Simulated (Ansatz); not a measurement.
System: InP (model structure, started from the BeO type, P4₂/mnm, No. 136, 8 atoms in the cell). Method: r²SCAN in Ansatz (plane waves, PAW).

Run with plane-wave cutoff 560 eV, 6×6×10 k mesh (along the axes of the cell as run), Fermi–Dirac smearing 0.01 eV, scalar-relativistic PAW data made under PBE.

Cell (relaxed at this level):

```
CELL_PARAMETERS angstrom
      7.20270     0.00000     0.00000
      0.00000     7.20270     0.00000
      0.00000     0.00000     4.18597
ATOMIC_POSITIONS crystal
  In 0.32232 0.67768 0.00000
  In 0.67768 0.32232 0.00000
  In 0.82232 0.82232 0.50000
  In 0.17768 0.17768 0.50000
  P  0.31837 0.31837 0.00000
  P  0.68163 0.68163 0.00000
  P  0.18163 0.81837 0.50000
  P  0.81837 0.18163 0.50000
```

**Question.** Predict the band gap and bulk modulus.

**Answer.** 
band gap: 1.17 eV (on the SCF k mesh)
bulk modulus: 62.4 GPa

Note: the bulk modulus is −V dP/dV from two relaxed cells at ±2 % in volume; the relaxation could raise the start's symmetry but not lower it, so the cell can be a saddle point.

Spin–orbit coupling is not included.

Computed values are for the static lattice.

Cost on a shared machine: roughly 8 core-minutes.

A model structure was made by putting elements into a prototype or built by hand; it is no filed structure, need not be a known phase, and can be a saddle point held by its symmetry.

Ansatz is a program for electronic structure.
